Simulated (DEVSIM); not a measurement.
Device: Al0.4Ga0.6As/GaAs n-p heterojunction, at 300 K.

Layer 1 from the left is Al0.4Ga0.6As, thickness (μm) 0.560, Nd (cm⁻³) 2.5e16, τn (s) 1.5e-9, τp (s) 1.5e-9. Layer 2 from the left is GaAs, thickness (μm) 1.30, Na (cm⁻³) 6.7e16, τn (s) 1.5e-9, τp (s) 1.5e-9.

Left contact: ohmic. Right contact: ohmic. Voltage is applied to the left contact. Recombination: SRH at mid-gap, radiative, Auger. Mobility is μmin + (μ − μmin)/(1 + (N/Nref)^α).

Constants are typed, rounded textbook-type inputs, not results; the design itself was drawn at random and stands for no fabricated device. Values at 300 K.

Al0.4Ga0.6As: gap (eV) 1.9228, affinity (eV) 3.754, permittivity 11.76, Nc (cm⁻³) 7.93e17, Nv (cm⁻³) 9e18, μn (cm²/Vs) 3220, μp (cm²/Vs) 158, μn,min 500, μp,min 20, Nref,n 6e16, Nref,p 1.5e17, αn 0.39, αp 0.38, B (cm³/s) 2e-10, Cn (cm⁶/s) 1e-30, Cp (cm⁶/s) 1e-30. GaAs: gap (eV) 1.424, affinity (eV) 4.07, permittivity 12.9, Nc (cm⁻³) 4.7e17, Nv (cm⁻³) 9e18, μn (cm²/Vs) 8500, μp (cm²/Vs) 400, μn,min 500, μp,min 20, Nref,n 6e16, Nref,p 1.5e17, αn 0.39, αp 0.38, B (cm³/s) 2e-10, Cn (cm⁶/s) 1e-30, Cp (cm⁶/s) 1e-30.

DEVSIM, 1D drift-diffusion, Boltzmann statistics, complete ionisation; no tunnelling, impact ionisation, image-force lowering or self-heating. Band offsets follow the typed affinities; no thermionic-emission limit at abrupt steps, no polarisation charge.

Question: What does the simulation give for the dark forward voltage at 100 A/cm², the dark forward voltage at 1 A/cm², the largest field in the device at zero bias?

Answer: dark forward voltage at 100 A/cm² 1.240 V; dark forward voltage at 1 A/cm² 1.066 V; largest field in the device at zero bias 92000 V/cm.
